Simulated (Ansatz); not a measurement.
**Convergence study of the k-point mesh at a smearing width of 0.02 eV for Mo (Im-3m, 1 atom in the cell)**

```yaml
crystal:
  lattice:
    - [-1.56713, 1.56713, 1.56713]
    - [1.56713, -1.56713, 1.56713]
    - [1.56713, 1.56713, -1.56713]
  atoms:
    - { symbol: Mo, position: [0.00000, 0.00000, 0.00000] }
```

Computed with LDA (PW92), default PAW files made with PBE (plane waves; Ansatz, an electronic-structure program).

Base settings: basis.ecutwfc = 30.9 Ry; kpoints.mp_grid.grid = 15 15 15; hamiltonian.xc = lda; hamiltonian.pseudopotentials = {kind: paw} (the program's default PAW files); scf.occupations.method = fermi_dirac; scf.occupations.width = 0.0073 Ry.

In this ladder: scf.occupations.width = 0.0015 Ry.

Only quantities that move along the ladder and can be compared are tabulated.

The count of work is k-points × plane waves × bands × iterations; it is no time. 

The starting cell has typed, rounded lattice constants, without a prior relaxation at this level. Its lattice was rescaled by up to half a per cent. Spin polarisation is off. In the base run, with a pressure of about -6 GPa the cell is away from its equilibrium volume at this level. Ansatz's pressure includes its estimate of the finite-basis (Pulay) stress.

Steps (kpoints.mp_grid.grid): 5 5 5; 6 6 6; 8 8 8; 9 9 9; 11 11 11; 13 13 13; 16 16 16; 19 19 19; 29 29 29; 35 35 35.

**Question.** What is the coarsest kpoints.mp_grid.grid that holds the pressure within 0.5 GPa of the last step, with all finer ones?

**Answer.** 9 9 9, at 0.031 of the last step's count of work; the step before is off by 0.65 GPa.

**Question.** What is the coarsest kpoints.mp_grid.grid that holds the free energy within 2 meV/atom?

**Answer.** Not settled: the last two steps still differ by 1.2 meV/atom, over half the tolerance, so the ladder does not show it.

```csv
kpoints.mp_grid.grid,free energy less the last step's (meV/atom),pressure (GPa),count of work / last
5 5 5,-31.87,-8.78,0.0088
6 6 6,-65.34,-6.40,0.014
8 8 8,24.83,-5.47,0.025
9 9 9,-16.24,-6.49,0.031
11 11 11,25.05,-6.15,0.049
13 13 13,-2.95,-6.58,0.074
16 16 16,-5.19,-6.30,0.13
19 19 19,-0.15,-6.23,0.19
29 29 29,1.19,-6.06,0.60
35 35 35,0.00,-6.13,1.0
```

Keys are those of Ansatz 0.2.
